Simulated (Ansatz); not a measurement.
**A computed series for AlN: response to strain**

Take AlN in the wurtzite structure (space group P6_3mc, No. 186; a = 3.114 Å, c = 4.983 Å) as the base.

Strains are applied to the cell and any free atomic positions relax.

Calculations: PBEsol (Ansatz, a program for electronic structure, PAW, spin-orbit coupling left out).

```
isotropic strain (%)  band gap (eV)
--------------------  -------------
-3                             4.90
-2.4                              ?
-1.8                           4.57
-1.2                           4.41
-0.6                           4.25
0                              4.09
```

Question: Fit E_g = E₀ + Dε (ε in %) to the rows shown and predict the withheld row.

Answer: Least squares on the printed values gives E₀ = 4.09 eV, D = -270 meV per % of strain (largest residual 0.00 eV); this predicts 4.74 eV, and the run gives 4.74 eV, in agreement.

Whether these cells are dynamically stable was not tested.
